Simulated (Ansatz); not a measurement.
The reference is LiH in the rock salt structure (space group Fm-3m, No. 225).

```yaml
crystal:
  lattice:
    - [0.00000, 2.00193, 2.00193]
    - [2.00193, 0.00000, 2.00193]
    - [2.00193, 2.00193, 0.00000]
  atoms:
    - { symbol: H, position: [0.00000, 0.00000, 0.00000] }
    - { symbol: Li, position: [0.50000, 0.50000, 0.50000] }
```

Cartesian axes are those of the cell as printed.

Level of theory: Ansatz (a quantum-chemistry and plane-wave program) r2SCAN, no spin-orbit coupling, earlier PAW set.

Strains are applied to the cell and any free atomic positions relax; under stress the whole cell relaxes.

One change was made to it. Results:

| quantity | base | after |
|---|---|---|
| energy relative to the base (free energy F) | 0 meV/atom | +5.9 meV/atom |
| band gap | 3.63 eV | 3.03 eV |
| volume per atom | 8.02 Å³ | 7.73 Å³ |

Q: Which of these changes matches the shifts?
A) uniaxial strain ε_yy = −2.18 %
B) isotropic strain +1.76 %
C) uniaxial stress, 5 GPa compression along x
D) strain tensor (xx, yy, zz, yz, xz, xy) = (+1.62, −0.14, +0.94, −1.84, −0.19, −0.78) %

A: C, uniaxial stress, 5 GPa compression along x. For comparison, the band gap in the other runs: uniaxial strain ε_yy = −2.18 % gives 3.40 eV; isotropic strain +1.76 % gives 3.66 eV; strain tensor (xx, yy, zz, yz, xz, xy) = (+1.62, −0.14, +0.94, −1.84, −0.19, −0.78) % gives 3.45 eV.

Stability under load was not tested beyond the relaxation.
